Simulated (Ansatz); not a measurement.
Phonon-limited resistivity of ZrC (Fm-3m) against temperature in μΩ·cm, PBEsol, DFPT electron-phonon coupling, linearised Boltzmann equation (Ansatz, a quantum-chemistry and plane-wave program), harmonic crystal at a fixed cell.

| T | ρ |
|---|---|
| 50 K | 0.152 |
| 77 K | 0.64 |
| 100 K | 1.35 |
| 150 K | 3.8 |
| 200 K | 7.5 |
| 250 K | ___ |
| 273 K | ___ |
| 300 K | 16.1 |
| 350 K | 20 |
| 400 K | 25 |
| 500 K | ___ |
| 600 K | 40 |
| 800 K | 54 |

**Question.** Some entries are withheld; supply them.

**Answer.** 
- 250 K, ρ: 11.7
- 273 K, ρ: 13.7
- 500 K, ρ: 33

A metal at this level (no band gap). Only scattering by harmonic phonons is included (no impurities, grain boundaries, electron-electron scattering or thermal expansion). Spin-orbit coupling is left out. Halving the electron mesh (32x32x32) moves the resistivity by up to 6 %. Smearing 0.20 eV; phonons on a 5x5x5 q mesh, which this run doesn't test and which matters most at low temperature.
